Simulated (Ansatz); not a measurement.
# HgI2 in the 2H-MoS2 type structure (space group P6_3/mmc, No. 194; a hypothetical phase, not in the database extracts checked)

```
CELL_PARAMETERS angstrom
      4.16616     0.00000     0.00000
     -2.08308     3.60800     0.00000
      0.00000     0.00000    14.18274
ATOMIC_POSITIONS crystal
  Hg 0.33333 0.66667 0.25000
  Hg 0.66667 0.33333 0.75000
  I  0.33333 0.66667 0.61513
  I  0.66667 0.33333 0.11513
  I  0.66667 0.33333 0.38487
  I  0.33333 0.66667 0.88487
```

Computed with PBE-D3(BJ)/PAW in Ansatz (a quantum-chemistry and plane-wave program), scalar-relativistic without spin-orbit coupling, earlier PAW set. k-mesh 9×9×3 (Γ-centred); smearing 0.05 eV (Fermi–Dirac).

```yaml
volume_per_atom: 35.53 Å³
density: 7.08 g/cm³
band_gap: 0.34 eV, indirect, K–Γ (38 % along) → M
total_energy: -9614.309 eV/atom (σ→0; compares only within this code and set-up)
```

Spin-orbit coupling, missing from the scalar runs, can matter with Hg and I. Whether these cells are dynamically stable was not tested.
